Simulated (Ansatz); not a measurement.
## Worked example: self-consistent single point of CaPbF₆ (Fm-3m, 8 atoms in the cell) in Ansatz

Computed with LDA (PW92), default PAW files made with PBE (plane waves; Ansatz, a program for electronic structure).

This input was run:

Ansatz 0.2 input:
```yaml
crystal:
  lattice:
    - [0.00000000, 4.32993600, 4.32993600]
    - [4.32993600, 0.00000000, 4.32993600]
    - [4.32993600, 4.32993600, 0.00000000]
  atoms:
    - { symbol: Ca, position: [0.50000000, 0.50000000, 0.50000000] }
    - { symbol: Pb, position: [0.00000000, 0.00000000, 0.00000000] }
    - { symbol: F, position: [0.76012000, 0.76012000, 0.23988000] }
    - { symbol: F, position: [0.23988000, 0.23988000, 0.76012000] }
    - { symbol: F, position: [0.23988000, 0.76012000, 0.76012000] }
    - { symbol: F, position: [0.76012000, 0.23988000, 0.23988000] }
    - { symbol: F, position: [0.76012000, 0.23988000, 0.76012000] }
    - { symbol: F, position: [0.23988000, 0.76012000, 0.23988000] }
basis:
  ecutwfc: 30.9 Ry
kpoints:
  mp_grid: { grid: [5, 5, 5] }
hamiltonian:
  xc: lda
  pseudopotentials: { kind: paw }
scf:
  occupations: { method: fermi_dirac, width: 0.0007 Ry }
output:
  forces: true
  eigenvalues: true
  stress: true
```

The program printed (abridged):

```
WARN ansatz: RAYON_NUM_THREADS=1 ignored (pool sized by the plan → 1); use --threads N
Pseudopotentials: kind: paw
Pseudopotential: Ca, paw, valence charge 10
Pseudopotential: Pb, paw, valence charge 14
Pseudopotential: F, paw, valence charge 7
Crystal: 8 atoms, lattice volume = 162.358 Å³
Basis set: ecut = 420.4159175005146 eV, 3143 PW (Γ)
Bands: 41, of which v1, the nominal top of the filled ones, is band 33 counted from 1 (32 counted from 0)
Symmetry: 48 space group operations
Space group: Fm-3m (ITA 225), of the structure as read, at distance tolerance 5.5e-5 Å
k-points: 10 of 125
PAW frozen core: Ca, regenerated for the run's functional, and the local potential with it
PAW frozen core: Pb, regenerated for the run's functional, and the local potential with it
PAW frozen core: F, regenerated for the run's functional, and the local potential with it
Initial density: superposition of atomic densities (neutral atoms: chi_scale 0, normalization atom), corrected by the library's trained network
Initial wavefunctions: pseudopotential atomic-orbital guess
Eigensolver: davidson
Functional: x = slater, c = lda
SCF iter   1: F=—  HF=-18141.878457 eV  |F-HF|=—  |Δ(HF+E_count)|=         —  Δρ=1.56e-2  dr2=2.86e-1  ethr=1.77e-3  ⟨swp⟩=9.7  Hψ=2164  notcnv=0
all-band conjugate gradients solve this SCF's bands
preconditioner: auto → Resta (q_TF=auto, 2.348 Å⁻¹)
SCF iter   2: F=—  HF=-18141.804027 eV  |F-HF|=—  |Δ(HF+E_count)|=   7.44e-2  Δρ=4.85e-3  dr2=1.34e-2  ethr=4.34e-4  ⟨swp⟩=2.2  Hψ=725  notcnv=0  defer=18
SCF iter   3: F=—  HF=-18141.799780 eV  |F-HF|=—  |Δ(HF+E_count)|=   4.25e-3  Δρ=1.58e-3  dr2=2.25e-3  ethr=2.03e-5  ⟨swp⟩=3.0  Hψ=701  notcnv=0  defer=18
SCF iter   4: F=—  HF=-18141.799143 eV  |F-HF|=—  |Δ(HF+E_count)|=   6.37e-4  Δρ=2.89e-4  dr2=1.04e-4  ethr=3.42e-6  ⟨swp⟩=2.0  Hψ=684  notcnv=0  defer=18
SCF iter   5: F=—  HF=-18141.799157 eV  |F-HF|=—  |Δ(HF+E_count)|=   1.44e-5  Δρ=3.48e-5  dr2=1.67e-6  ethr=1.57e-7  ⟨swp⟩=2.4  Hψ=711  notcnv=0  defer=18
SCF iter   6: F=—  HF=-18141.799262 eV  |F-HF|=—  |Δ(HF+E_count)|=   1.04e-4  Δρ=6.71e-6  dr2=1.38e-7  ethr=1.52e-10  ⟨swp⟩=11.7  Hψ=2052  notcnv=0
SCF iter   7: F=-18141.799262 eV  HF=-18141.799262 eV  |F-HF|=3.78e-8  |Δ(HF+E_count)|=   4.73e-7  Δρ=1.71e-6  dr2=1.08e-8  ethr=1.52e-10  ⟨swp⟩=5.1  Hψ=1395  notcnv=0
SCF 1 converged in 7 iterations: F = -18141.799262 eV  dr2 = 1.08e-8
SCF converged after 7 iterations
Free energy (F): -18141.799262 eV
Harris-Foulkes:  -18141.799262 eV  (|F-HF|=3.78e-8)
Internal energy: -18141.799262 eV  (E = F + TS)
E sigma→0 (E₀):  -18141.799262 eV
Fermi energy:    0.035199 eV
--- Per-component energies (eV) ---
  E_band       = -695.656604
  E_kinetic    = 1795.385099
  E_local      = -7365.269481  (includes V_loc(G=0)·N_el)
  E_nonlocal   = 882.167114
  E_hartree    = 2859.271059
  E_xc         = -813.064324
  E_vxc        = -898.357356  (∫ρ·V_xc dr)
  E_paw        = -12058.779848  (= ΣΔE_a)
  E_vpaw       = -828.141991  (= ΣTr[D̂ρ^β])
  E_aug_tail   = 0.012196  (compensation charges beyond the density's cutoff)
  E_ewald      = -3442.406041
  E_core_change = 0.884962  (= ΣΔE_core)
  E_smearing   = -0.000000  (= −TS)
  E_closure    = -0.000000  (closes the sum)
  Σ components = -18141.799262   (vs F -18141.799262, Δ=0.00e0)
--- Forces (eV/Å), atoms counted from 1 ---
  atom   1  Ca     0.00000000    -0.00000000     0.00000000
  atom   2  Pb     0.00000000    -0.00000000    -0.00000000
  atom   3  F     -0.00000000    -0.00000000     0.05873110
  atom   4  F      0.00000000    -0.00000000    -0.05873110
  atom   5  F      0.05873110    -0.00000000     0.00000000
  atom   6  F     -0.05873110     0.00000000    -0.00000000
  atom   7  F      0.00000000     0.05873110     0.00000000
  atom   8  F     -0.00000000    -0.05873110    -0.00000000
  max |Σ_I F_I| component: 4.17e-17 eV/Å
--- Stress (GPa, compression-positive) ---
       -3.323192      -0.000000      -0.000000
        0.000000      -3.323192       0.000000
        0.000000       0.000000      -3.323192
  P = ⅓ Tr σ = -3.3232 GPa (-33.232 kbar)
  The stress holds the Pulay correction. Without it, at fixed plane waves, as pw.x and ABINIT print it: P = -3.9416 GPa
--- Band table (eV; the first three rows and the last of 10) ---
  k-point 0: bands = ["-37.0609", "-21.4565", "-21.2725", "-21.2725", "-21.2044", "-21.2044", "-21.2044", "-18.0962", "-18.0962", "-18.0962", "-15.1573", "-15.1573", "-15.1573", "-14.8079", "-14.8079", "-7.7768", "-4.2706", "-4.2706", "-4.2706", [...]
  k-point 1: bands = ["-37.0609", "-21.5173", "-21.3704", "-21.3704", "-21.1293", "-21.0924", "-21.0924", "-18.1283", "-18.1283", "-18.1189", "-15.1571", "-15.1571", "-15.1571", "-14.7810", "-14.7810", "-7.6832", "-4.4033", "-4.3608", "-4.3608", [...]
  k-point 2: bands = ["-37.0609", "-21.5829", "-21.4421", "-21.4421", "-21.0402", "-20.9972", "-20.9972", "-18.1803", "-18.1803", "-18.1560", "-15.1568", "-15.1567", "-15.1567", "-14.7380", "-14.7380", "-7.5157", "-4.6350", "-4.4907", "-4.4907", [...]
  k-point 9: bands = ["-37.0609", "-21.5284", "-21.3980", "-21.3105", "-21.2095", "-21.1100", "-21.0099", "-18.1727", "-18.1226", "-18.0940", "-15.1570", "-15.1565", "-15.1562", "-14.8047", "-14.7562", "-7.6113", "-4.5410", "-4.3058", "-4.1854", [...]
```

The run converged in 7 iterations.

The starting cell comes from a database of computed structures (which also holds hypothetical and non-ambient phases and stackings), without a prior relaxation at this level. Its lattice was rescaled by up to half a per cent. Spin-orbit coupling is off. With a pressure of about -3 GPa the cell is away from its equilibrium volume at this level. Ansatz's pressure includes its estimate of the finite-basis (Pulay) stress. Without the estimate this run gives -3.94 GPa.
